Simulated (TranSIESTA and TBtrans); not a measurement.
Na chain with one In atom in place of Na

System: Na chain with one In atom in place of Na. Leads: straight Na chain, spacing 3.135 Å. Geometry: 3 atoms about the centre moved by SIESTA (PBE, DZP) to a largest force of 0.02 eV/Å, all others as built, motion along the axis alone.

TranSIESTA and TBtrans, PBE, DZP numerical orbitals (energy shift 0.15 eV), PseudoDojo norm-conserving scalar-relativistic potentials, mesh cutoff 200 Ry, 300 K, no spin polarisation, no spin-orbit coupling; self-consistent non-equilibrium Green functions.

* **Conductance at 300 K (G0 = 2e²/h)**: 0.75
* **Thermopower (μV/K)**: 2.1
* **Mean T from −0.5 to 0.5 eV**: 0.73

Energies count from the leads' Fermi level. Transmissions are for one spin of a degenerate pair. The energy step is 0.01 eV; narrower resonances are cut or missed.

```tsv
E (eV)	T	lead channels
-2.00	0	0
-1.90	0	0
-1.80	0	0
-1.70	0	0
-1.60	0	0
-1.50	0	0
-1.40	0	0
-1.30	0	0
-1.20	0	0
-1.10	0	0
-1.00	0	0
-0.90	0.45	1
-0.80	0.62	1
-0.70	0.69	1
-0.60	0.73	1
-0.50	0.76	1
-0.40	0.77	1
-0.30	0.78	1
-0.20	0.78	1
-0.10	0.77	1
0.00	0.75	1
0.10	0.73	1
0.20	0.70	1
0.30	0.67	1
0.40	0.64	1
0.50	0.61	1
0.60	0.58	1
0.70	0.56	1
0.80	0.54	1
0.90	0.52	1
1.00	0.51	1
1.10	0.50	1
1.20	0.48	1
1.30	0.47	1
1.40	0.45	1
1.50	0.44	1
1.60	0.42	1
1.70	0.39	1
1.80	0.85	3
1.90	0.99	3
2.00	1.02	3
```

The straight chain is held at its spacing; free chains may zigzag or dimerise. No spin-polarised start was tried, so a magnetic state, if there is one, is missed.
